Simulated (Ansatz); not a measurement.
Band structure of Pd (Fm-3m, 1 atom in the cell).

```yaml
crystal:
  lattice:
    - [0.00000, 1.92983, 1.92983]
    - [1.92983, 0.00000, 1.92983]
    - [1.92983, 1.92983, 0.00000]
  atoms:
    - { symbol: Pd, position: [0.00000, 0.00000, 0.00000] }
```

Level of theory: PBE, PAW files (plane waves; Ansatz, a quantum-chemistry and plane-wave program).

Settings: basis.ecutwfc = 30.9 Ry; kpoints.mp_grid.grid = 15 15 15; hamiltonian.xc = pbe; hamiltonian.pseudopotentials = {kind: paw} (an earlier, softer set of the program's PAW files); scf.occupations.method = gaussian; scf.occupations.width = 0.01 Ry; kpoints.band_path.npoints = 8.

The starting cell has typed, rounded lattice constants, without a prior relaxation at this level. Its lattice was rescaled by a random factor within 2.5 % of one. Spin polarisation is off.

Levels in eV from the Fermi level, bands 6 to 12:
```json
[
 {"point": "Γ", "6": "-2.96", "7": "-2.96", "8": "-2.96", "9": "-1.28", "10": "-1.28", "11": "17.03", "12": "21.88"},
 {"point": "X", "6": "-5.32", "7": "-0.05", "8": "0.31", "9": "0.31", "10": "3.35", "11": "11.05", "12": "13.33"},
 {"point": "W", "6": "-3.53", "7": "-3.53", "8": "-1.38", "9": "0.31", "10": "9.06", "11": "9.06", "12": "10.62"},
 {"point": "K", "6": "-4.33", "7": "-2.06", "8": "-1.00", "9": "-0.16", "10": "7.25", "11": "8.23", "12": "11.07"},
 {"point": "L", "6": "-3.01", "7": "-3.01", "8": "-0.02", "9": "-0.02", "10": "0.96", "11": "7.54", "12": "16.43"},
 {"point": "U", "6": "-4.33", "7": "-2.06", "8": "-1.00", "9": "-0.16", "10": "7.25", "11": "8.23", "12": "11.07"}
]
```

Bands cross the Fermi level along this path, so the cell is metallic at this level.

Keys are those of Ansatz 0.2.
